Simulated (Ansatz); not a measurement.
Here is the system:

```yaml
crystal:
  lattice:
    - [3.07569, 0.00000, 0.00000]
    - [0.00000, 10.07065, 0.00000]
    - [1.53784, 0.00000, 2.66363]
  atoms:
    - { symbol: Si, position: [0.66667, 0.06216, 0.66667] }
    - { symbol: Si, position: [0.33333, 0.56216, 0.33333] }
    - { symbol: Si, position: [0.00000, 0.31211, 0.00000] }
    - { symbol: Si, position: [0.00000, 0.81211, 0.00000] }
    - { symbol: C, position: [0.66667, 0.25020, 0.66667] }
    - { symbol: C, position: [0.33333, 0.75020, 0.33333] }
    - { symbol: C, position: [0.00000, 0.49954, 0.00000] }
    - { symbol: C, position: [0.00000, 0.99954, 0.00000] }
```

Space group of this cell: P6_3mc. The cell is taken as given.

The current runs along the normal of the first two printed vectors, the (100) plane. All runs by Ansatz (a program for electronic structure), plane waves and PAW, without spin-orbit coupling; the base is r2SCAN.

| run | mean pressure (GPa) | gap (eV) | mid-gap κ (1/Å) |
|---|---|---|---|
| base | 0.4 | 2.60 | 0.241 |
| all lengths scaled by 0.98 | 16.0 | ___ | ___ |
| all lengths scaled by 1.02 | -11.7 | 2.57 | 0.238 |
| lda in place of r2scan | -3.8 | ___ | ___ |
| lengths across the current scaled by 0.98, ions clamped | 10.5 | 2.57 | 0.233 |
| lengths across the current scaled by 1.02, ions clamped | -7.9 | 2.44 | 0.247 |
| lengths along the current scaled by 0.97, ions clamped | 8.1 | 2.38 | 0.254 |
| lengths along the current scaled by 1.03, ions clamped | -5.8 | 2.45 | 0.225 |
| pbesol in place of r2scan | 0.5 | ___ | ___ |

Q: Some entries are withheld; supply them.

A: 
- all lengths scaled by 0.98, gap (eV): 2.62
- all lengths scaled by 0.98, mid-gap κ (1/Å): 0.245
- lda in place of r2scan, gap (eV): 2.18
- lda in place of r2scan, mid-gap κ (1/Å): 0.222
- pbesol in place of r2scan, gap (eV): 2.12
- pbesol in place of r2scan, mid-gap κ (1/Å): 0.219
